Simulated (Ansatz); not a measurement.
Input:

```
InSb
1.0
    4.52277     0.00000     0.00000
    2.26138     3.91683     0.00000
    2.26138    -1.30561     3.74326
In Sb
1 1
Cartesian
  0.00000   0.00000   0.00850
  4.52277   0.00000   2.79895
```

No spin polarisation.

The values are results of LDA in Ansatz (plane waves to 420 eV, PAW, no SOC), not measurements. k-mesh 13×13×13 (Γ-centred); smearing 0.05 eV (Fermi–Dirac).

Task: What band gap does the calculation give?

Result: Zero.

Task: What is the computed pressure (mean of the normal stresses, compression positive)?

Result: 0.5 GPa.

Task: What space group does the calculation give?

Result: R3m (No. 160).

With Sb present, leaving out spin-orbit coupling can change the band edges. The cells carry an imposed strain or load. Stability against distortions was not tested. All final runs are without spin polarisation. The cell was made from InSb in the zinc blende structure (space group F-43m, No. 216) by this change: biaxial strain −0.83 %, plane normal [111], relaxed out of plane. A zero or small gap of InSb can be the functional's error rather than a property of the material.

Ansatz is a program for electronic structure.
